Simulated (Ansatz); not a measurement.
TaRu (P4/mmm, No. 123, 2 atoms in the cell; start mp-1217908) was calculated with PBEsol (Ansatz, a first-principles code, PAW).

The input as run:

Ansatz 0.2 input:
```yaml
crystal:
  lattice:
    - [2.1532727563, -2.1533605265, 0.0]
    - [2.1532727563, 2.1533605265, 0.0]
    - [0.0, 0.0, 3.4062369052]
  atoms:
    - { symbol: Ta, position: [0.5, 0.5, 0.5] }
    - { symbol: Ru, position: [0.0, 0.0, 0.0] }
basis:
  ecutwfc: 520
  ecutrho_ratio: 4
  xc_grid: 2
kpoints:
  mp_grid: { grid: [20, 20, 14] }
hamiltonian:
  xc: pbesol
  dispersion: none
  pseudopotentials: { azcp: { folder: ./paw }, kind: paw }
scf:
  occupations: { method: fermi_dirac, width: 0.05 }
output:
  forces: true
  stress: true
  eigenvalues: true
relax:
  f_tol: 0.004
  escape_saddle: false
  max_steps: 80
  cell: { stress_tol: 0.02, fix: [volume] }
```

From the output:

```
WARN 8 symmetry operations that the atoms keep within the bar at which the run's group was sought (crystal.symmetry.tolerance 1.0e-5, or twice it) were not …
Relaxation: its limit of steps is 80 (relax.max_steps)
Crystal: 2 atoms, lattice volume = 31.588 Å³
Basis set: ecut = 520 eV, 825 PW (Γ), exchange–correlation on 48×48×54 points (8 copies of the dense FFT grid, shifted against one another)
Bands: 19, of which v1, the nominal top of the filled ones, is band 15 counted from 1 (14 counted from 0)
Symmetry: 8 space group operations
Space group: Cmmm (ITA 65), of the structure as read, at distance tolerance 3.2e-5 Å
k-points: 888 of 5600
Initial density: superposition of atomic densities (chi_scale 0.1, normalization cell, long waves kept (reshape's long-wave potential 0.00 eV rms))
Functional: x = pbesol(κ = 0.804, μ = 0.12345679012345678), c = pbesol(β = 0.046)
SCF iter   1: F=—  HF=-15628.708032 eV  |F-HF|=—  |Δ(HF+E_count)|=         —  Δρ=2.47e-1  dr2=3.25e1
SCF iter   2: F=—  HF=-15626.503601 eV  |F-HF|=—  |Δ(HF+E_count)|=    2.20e0  Δρ=1.73e-1  dr2=1.72e1
  ...
SCF 1 converged in 8 iterations: F = -15624.545477 eV  dr2 = 2.38e-8
Crystal: 2 atoms, lattice volume = 31.588 Å³
Initial density: handed on by an earlier stage of this run
SCF 2 converged in 6 iterations: F = -15624.545474 eV  dr2 = 8.25e-14
Crystal: 2 atoms, lattice volume = 31.588 Å³
SCF 3 converged in 9 iterations: F = -15624.545481 eV  dr2 = 7.20e-18
Crystal: 2 atoms, lattice volume = 31.588 Å³
SCF iter   7: F=-15624.545481 eV  HF=-15624.545481 eV  |F-HF|=1.82e-12  |Δ(HF+E_count)|=  1.82e-12  Δρ=2.14e-9  dr2=2.31e-15
SCF iter   8: F=-15624.545481 eV  HF=-15624.545481 eV  |F-HF|=3.64e-12  |Δ(HF+E_count)|=    0.00e0  Δρ=1.46e-9  dr2=1.24e-15
SCF 4 converged in 8 iterations: F = -15624.545481 eV  dr2 = 1.24e-15
SCF converged after 8 iterations
Free energy (F): -15624.545481 eV
Internal energy: -15624.530728 eV  (E = F + TS)
E sigma→0 (E₀):  -15624.538104 eV
Fermi energy:    21.099874 eV
--- Forces (eV/Å), atoms counted from 1 ---
  atom   1  Ta     0.00000000     0.00000000     0.00000000
  atom   2  Ru     0.00000000     0.00000000     0.00000000
--- Stress (GPa, compression-positive) ---
       -5.208612       0.000000       0.000000
        0.000000      -5.210424       0.000000
        0.000000       0.000000      -5.209292
  P = ⅓ Tr σ = -5.2094 GPa (-52.094 kbar)
```

The cell is one volume of an energy–volume scan, off the minimum.

The PAW data were made under PBE.

Note: the run has no spin polarisation, so it can have missed a magnetic state. Note: the relaxation could not lower the start's symmetry, so the cell can be a saddle point above a distorted one.

A start named mp-… is a Materials Project structure, which need not be a measured phase.
